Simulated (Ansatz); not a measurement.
Take Mo in the bcc (W type) structure (space group Im-3m, No. 229; a = 3.151 Å; relaxed with 0.1 eV smearing) as the base. Axes: x, y, z lie along the cube axes.

Method: r2SCAN in Ansatz (plane waves to 500 eV, PAW, without spin-orbit coupling), earlier PAW set.

Base values:

```
Quantity                         Value
-----------------------------  -------
Shortest interatomic distance  2.729 Å
```

Now apply this change: a pure shear with ε_yz = ε_zy = -0.0310, atoms relaxed at fixed cell.

Task: What does the calculation give for the shortest interatomic distance after the change?

Result: The shortest interatomic distance drops by 0.056 Å, from 2.729 Å to 2.673 Å.

Task: Estimate the effect on the energy relative to the base.

Result: The energy increases by 20 meV/atom.

Task: Predict the new stress.

Result: The stress (xx, yy, zz, yz, xz, xy; compression positive) is (1.0, 0.6, 0.6, 6.5, 0.0, 0.0) GPa.

The cells carry an imposed strain or load. No phonon test of stability was made. All final runs are without spin polarisation.

Ansatz is an electronic-structure program.
